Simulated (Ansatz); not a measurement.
# A constructed model of the (100) surface of fcc Cu, p(2x2) layer of Te, one a cell, on the site that continues the host's stacking (bottom of the slab: a bare face, its two planes held)

Level of theory: PBE (plane waves to 420 eV, PAW; Ansatz, a program for electronic structure).

Slab: 25 atoms, 11.2 Å thick at the start; k 8x8x1, smearing 0.1 eV, dipole-corrected; 8 atoms held, the rest relaxed; start symmetry kept, larger cells not searched; no spin, no spin-orbit, no U. It is one candidate, not shown to be the stable structure of the face.

```
Property                                             Result
-----------------------------  ----------------------------
work function of the top face                       4.69 eV
energy released by relaxation                       0.42 eV
cost                           very roughly 27 core-minutes
```
